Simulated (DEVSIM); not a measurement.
Device: TaN/Al2O3/n-Ge capacitor, at 300 K.

Layer 1 from the left is Al2O3, thickness (nm) 3.30. Layer 2 from the left is Ge, thickness (nm) 7400, Nd (cm⁻³) 6.5e15.

Metal gate on the left, work function 4.4 eV. Fixed charge at the semiconductor interface 1.2e12 cm⁻² (in units of +e); interface traps 5.2e10 cm⁻² eV⁻¹, uniform in energy, neutral level at 0.5 of the gap above the valence band.

Constants are typed, rounded textbook-type inputs, not results; the design itself was drawn at random and stands for no fabricated device. Values at 300 K.

Al2O3: gap (eV) 6.8, affinity (eV) 1.35, permittivity 9. Ge: gap (eV) 0.664, affinity (eV) 4, permittivity 16, Nc (cm⁻³) 1.04e19, Nv (cm⁻³) 6e18.

DEVSIM, 1D Poisson equation in equilibrium, Boltzmann statistics, complete ionisation; no quantum confinement or tunnelling. Metal contacts follow the ideal Schottky-Mott rule: no Fermi-level pinning, no interface dipoles.

Problem. What does the simulation give for the threshold voltage (band bending 2φF), the minimum of the low-frequency capacitance, the flat-band voltage?

Solution. threshold voltage (band bending 2φF) -0.18 V; minimum of the low-frequency capacitance 0.0708 μF/cm²; flat-band voltage 0.13 V.
